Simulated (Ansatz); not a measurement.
Checking a run of Ansatz (a program for electronic structure) on Ca2PbAu2 (P1, 10 atoms in the cell). The aim is a self-consistent single point with DFT, PBEsol, plane waves, default PAW files made with PBE.

Cell that was meant: a = 8.0380 Å, b = 8.0380 Å, c = 3.8254 Å, α = 90.00°, β = 90.00°, γ = 90.00°.

Part of the input:

Ansatz 0.2 input:
```yaml
  xc: pbesol
  pseudopotentials: { kind: paw }
scf:
  occupations: { method: cold, width: 1.36 eV }
output:
  forces: true
  eigenvalues: true
```

The program printed (abridged):

```
WARN ansatz: RAYON_NUM_THREADS=1 ignored (pool sized by the plan → 1); use --threads N
   [... lines left out ...]
PAW frozen core: Pb, regenerated for the run's functional, and the local potential with it
Initial density: superposition of atomic densities (neutral atoms: chi_scale 0, normalization atom), corrected by the library's trained network
Initial wavefunctions: pseudopotential atomic-orbital guess
Eigensolver: davidson
Functional: x = pbesol(κ = 0.804, μ = 0.12345679012345678), c = pbesol(β = 0.046)
SCF iter   1: F=—  HF=-82720.018650 eV  |F-HF|=—  |Δ(HF+E_count)|=         —  Δρ=4.99e-3  dr2=2.51e-1  ethr=1.77e-3  ⟨swp⟩=9.1  Hψ=5674  notcnv=0
all-band conjugate gradients solve this SCF's bands
preconditioner: auto → Kerker (q_TF=auto, 2.493 Å⁻¹)
SCF iter   2: F=—  HF=-82719.987888 eV  |F-HF|=—  |Δ(HF+E_count)|=   3.08e-2  S|Δr|=    0.00e0  Δρ=3.49e-3  dr2=1.33e-1  ethr=1.74e-4  ⟨swp⟩=1.0  Hψ=1368  notcnv=0
   [... lines left out ...]
SCF iter   6: F=—  HF=-82719.951715 eV  |F-HF|=—  |Δ(HF+E_count)|=   2.39e-5  S|Δr|=    0.00e0  Δρ=5.43e-5  dr2=1.44e-5  ethr=1.15e-7  ⟨swp⟩=2.0  Hψ=1452  notcnv=0
SCF iter   7: F=—  HF=-82719.951788 eV  |F-HF|=—  |Δ(HF+E_count)|=   7.32e-5  S|Δr|=    0.00e0  Δρ=1.81e-5  dr2=1.17e-6  ethr=1.00e-8  ⟨swp⟩=2.1  Hψ=1681  notcnv=0
SCF iter   8: F=-82719.951788 eV  HF=-82719.951788 eV  |F-HF|=5.57e-8  |Δ(HF+E_count)|=   2.17e-7  S|Δr|=    0.00e0  Δρ=4.65e-6  dr2=8.75e-8  ethr=6.94e-11  ⟨swp⟩=6.4  Hψ=5754  notcnv=0
SCF 1 converged in 8 iterations: F = -82719.951788 eV  dr2 = 8.75e-8
Stability not checked (fill_not_monotonic)
Free energy (F): -82719.951788 eV
Internal energy: -82719.387378 eV  (E = F + TS)
E sigma→0 (E₀):  -82719.763652 eV
Entropy (-TS):   -0.564410 eV (-56.441 meV/atom)
Fermi energy:    11.760523 eV
--- Forces (eV/Å), atoms counted from 1 ---
  atom   1  Ca     0.14417304     0.00285904    -0.12631327
  atom   2  Ca    -0.56830545     0.15321514     0.06028576
  atom   3  Ca     0.02991047     0.20717428    -0.42380271
   [... lines left out ...]
  atom  10  Pb    -0.06651859     0.07269161     0.06118506
--- Stress (GPa, compression-positive) ---
        0.345900       0.092747       0.076943
        0.092747      -0.010796      -0.006746
        0.076943      -0.006746      -0.564558
  P = ⅓ Tr σ = -0.0765 GPa (-0.765 kbar)
  The stress holds the Pulay correction. Without it, at fixed plane waves, as pw.x and ABINIT print it: P = -0.0942 GPa
```

Is this run sound? If not, what is wrong?

The run is not sound. The fault is a smearing width that is far too large. A width of many tenths of an electronvolt moves electrons far across the Fermi level or the gap, and the free energy and its derivatives carry a large smearing term. To fix it, use a width small against the gap or band features. The run converged in 8 iterations without an error; against the sound input the free energy falls by 38.3 meV/atom, the pressure goes from -0.42 to -0.08 GPa and the largest force goes from 0.707 to 0.819 eV/Å.

An input that runs soundly differs in these lines (not the only fix; some lines may just follow from the change or write a value another way):
```diff
-  occupations: { method: cold, width: 1.36 eV }
+  occupations: { method: cold, width: 0.272 eV }
```

With that input, the run converged in 8 iterations: free energy E − TS (on the zero of these files) -82719.5686 eV; Fermi level (on the code's own zero) 11.75 eV; pressure -0.42 GPa; largest force (vector length) 0.707 eV/Å (DFT, PBEsol, plane waves, default PAW files made with PBE).

On the sound input: the starting cell comes from a database of published, mostly measured structures (it also holds non-ambient and calculated ones), without a prior relaxation at this level. Its atoms were displaced at random from the sites of space group no. 127. Ansatz's pressure includes its estimate of the finite-basis (Pulay) stress. Without a gap this mesh is coarse (it stands for a supercell whose shortest vector is 16 Å).
